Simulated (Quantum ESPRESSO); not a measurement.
Quantum ESPRESSO run on NbC (Fm-3m, 2 atoms in the cell): self-consistent single point.

Computed with PBEsol, spin-orbit coupling, PseudoDojo fully relativistic norm-conserving (PBESOL) pseudopotentials (plane waves; Quantum ESPRESSO).

```xyz
2
Lattice="-2.2540 0.0000 2.2540 0.0000 2.2540 2.2540 -2.2540 2.2540 0.0000" Properties=species:S:1:pos:R:3 pbc="T T T"
Nb     0.0000     0.0000     0.0000
C     -2.2540     2.2540     2.2540
```

Reference input (self-consistent single point, DFT, PBEsol, plane waves, PseudoDojo standard norm-conserving (PBESOL) pseudopotentials): ecutwfc = 85 Ry; occupations = smearing; smearing = gaussian; degauss = 0.0073499 Ry; potentials = {Nb: Nb.upf, C: C.upf}; K_POINTS = automatic 17 17 17 0 0 0; conv_thr = 1e-10 Ry. This run's input differs from it in these lines:

```diff
@@ -17,2 +17,4 @@
  degauss = 0.0073499
+ noncolin = .true.
+ lspinorb = .true.
 /
```

Its files differ too (potentials: PseudoDojo fully relativistic norm-conserving (PBESOL)).

Log, with long lists cut:

```
     Self-consistent Calculation

     iteration #  1     ecut=    85.00 Ry     beta= 0.70

     total energy              =    -136.06966863 Ry
     estimated scf accuracy    <       1.01739961 Ry

     iteration #  2     ecut=    85.00 Ry     beta= 0.70

     total energy              =    -136.20462911 Ry
     estimated scf accuracy    <       2.29523919 Ry

     iteration #  3     ecut=    85.00 Ry     beta= 0.70

     total energy              =    -136.60529053 Ry
     estimated scf accuracy    <       0.01230533 Ry

   [... 15 blocks of this kind left out ...]

     iteration # 19     ecut=    85.00 Ry     beta= 0.70

     total energy              =    -136.60452267 Ry
     estimated scf accuracy    <          8.9E-10 Ry

     iteration # 20     ecut=    85.00 Ry     beta= 0.70
     End of self-consistent calculation

     Number of k-points >= 100: set verbosity='high' to print the bands.

     the Fermi energy is    18.3561 ev

!    total energy              =    -136.60452267 Ry
     estimated scf accuracy    <          5.0E-13 Ry
     smearing contrib. (-TS)   =      -0.00023899 Ry
     internal energy E=F+TS    =    -136.60428368 Ry

     convergence has been achieved in  20 iterations

     Forces acting on atoms (cartesian axes, Ry/au):

     atom    1 type  1   force =     0.00000000    0.00000000    0.00000000
     atom    2 type  2   force =     0.00000000    0.00000000    0.00000000

     Total force =     0.000000     Total SCF correction =     0.000000

          total   stress  (Ry/bohr**3)                   (kbar)     P=     -109.68
  -0.00074561  -0.00000000  -0.00000000         -109.68       -0.00       -0.00
  -0.00000000  -0.00074561   0.00000000           -0.00     -109.68        0.00
  -0.00000000   0.00000000  -0.00074561           -0.00        0.00     -109.68

   JOB DONE.
```

The run converged in 20 iterations. Against the reference run the pressure goes from -11.14 to -10.97 GPa.

The starting cell comes from a database of computed structures (which also holds hypothetical and non-ambient phases and stackings), without a prior relaxation at this level. With a pressure of about -11 GPa the cell is away from its equilibrium volume at this level.

Cost on one core of a shared machine: roughly 3 min.
